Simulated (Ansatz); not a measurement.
We consider cubic perovskite KZnF₃, described by LDA (plane waves, PAW; Ansatz, a first-principles code).

Numerical settings: plane-wave cutoff 520 eV, 6×6×6 k mesh, perturbation theory, scalar-relativistic PAW data made under PBE.

Cell (relaxed at this level):

```
CELL_PARAMETERS angstrom
      3.97308     0.00000     0.00000
      0.00000     3.97308     0.00000
      0.00000     0.00000     3.97308
ATOMIC_POSITIONS crystal
  K  0.00000 0.00000 0.00000
  Zn 0.50000 0.50000 0.50000
  F  0.50000 0.00000 0.50000
  F  0.00000 0.50000 0.50000
  F  0.50000 0.50000 0.00000
```

Problem. Give the computed electronic dielectric constant ε∞ and static dielectric constant.

Solution. 
- electronic dielectric constant ε∞ = 2.46
- static dielectric constant = 9.34

Measured, for comparison: high-frequency dielectric constant 2.17, static dielectric constant 8.6 (room temperature, no zero-point or thermal correction; as tabulated in Dubrovin et al. (2021), arXiv:2110.13026). Computed (rounded) less measured: high-frequency dielectric constant +13 %, static dielectric constant +9 %.

Computing time: about 5 core-minutes (a rough figure).
